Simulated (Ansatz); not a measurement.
The starting structures come from a database of crystals and need not be the phases stable at ambient conditions.

Tunnelling through a barrier is set by its complex band structure: the current falls as exp(−2κd) with the smallest κ.

Consider the following.

```
CELL_PARAMETERS angstrom
      4.17460     0.00000     0.00000
      0.00000    10.06073     0.00000
      2.08730     5.03036     2.08730
ATOMIC_POSITIONS crystal
  Mg 0.00000 0.78764 0.00000
  Mg 0.50000 0.53764 0.00000
  Mg 0.50000 0.96236 0.00000
  Mg 0.00000 0.21236 0.00000
  N  0.00000 0.00000 0.00000
  N  0.50000 0.75000 0.00000
  F  0.00000 0.50000 0.00000
  F  0.50000 0.25000 0.00000
```

The cell is taken as given.

Transport runs along the normal of the first two printed cell vectors, the (100) plane of the conventional cell.

The gap is the functional's own. No spin-orbit coupling. Mid-gap values are those at the computed energy nearest the middle.

State the band gap and the smallest decay constant κ at mid-gap according to r2SCAN run with Ansatz (a first-principles code).

Gap 2.91 eV on a 14×14×14 mesh; κ = 0.273 1/Å, at the zone centre.
